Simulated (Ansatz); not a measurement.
**SiC under a change: Si → Pb**

Take SiC (space group P6_3mc, No. 186; a = 3.078 Å, c = 15.107 Å) as the base.

Now apply this change: Pb takes the place of Si on all its sites; the structure is relaxed again.

All numbers come from r2SCAN (Ansatz, a first-principles code; PAW; 500 eV plane waves; without spin-orbit coupling). Settings: 8×8×2 k-points, 0.05 eV Fermi–Dirac smearing, for the changed cell.

The volume per atom increases by 8.26 Å³ (10.33 Å³ → 18.59 Å³) and the density rises by 6.57 g/cm³, from 3.22 g/cm³ to 9.79 g/cm³. The c/a ratio is nearly the same (4.907 against 4.905) and the space group remains P6_3mc (No. 186). The shortest interatomic distance goes up by 0.408 Å (1.884 Å → 2.292 Å) and the band gap changes from 2.39 eV to zero (an upper bound: an edge found on the path is not a true extremum; the base alone).

Spin-orbit coupling, missing from the scalar runs, can matter with Pb. Whether these cells are dynamically stable was not tested. As relaxed here, PbC is a hypothetical phase, not in the database extracts checked. All final runs are without spin polarisation. The zero or small gap of PbC can change with the level of theory.
